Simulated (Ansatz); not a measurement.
**CdAs2 (space group I4_122, No. 98; a cell from a computed database, its experimental status unchecked)**

```xyz
6
Lattice="-3.9757 3.9757 2.3325 3.9757 -3.9757 2.3325 3.9757 3.9757 -2.3325" Properties=species:S:1:pos:R:3 pbc="T T T"
Cd     0.0000     3.9757     1.1662
Cd     0.0000     0.0000     0.0000
As     3.5095     1.9878     0.5831
As     1.9878     3.5095    -0.5831
As     0.4662     1.9878     2.9156
As     1.9878     0.4662     1.7494
```

Method: Kohn–Sham DFT with the PBEsol functional, run in Ansatz (a first-principles code) with PAW and 420 eV plane waves, scalar-relativistic without spin-orbit coupling. k-mesh 8×8×8 (Γ-centred); smearing 0.05 eV (Fermi–Dirac).

```yaml
volume_per_atom: 24.58 Å³
density: 5.91 g/cm³
band_gap: 0.26 eV, indirect, M → Γ
electron_mass: 0.098 mₑ along c, 0.41 mₑ across
hole_mass: 0.092 mₑ along c, 0.28 mₑ across
total_energy: -5936.749 eV/atom (σ→0; compares only within this code and set-up)
```

Masses are band curvatures over ±0.01 Å⁻¹ around the edge. No phonon test of stability was made. A zero or small gap of CdAs2 can be the functional's error rather than a property of the material.
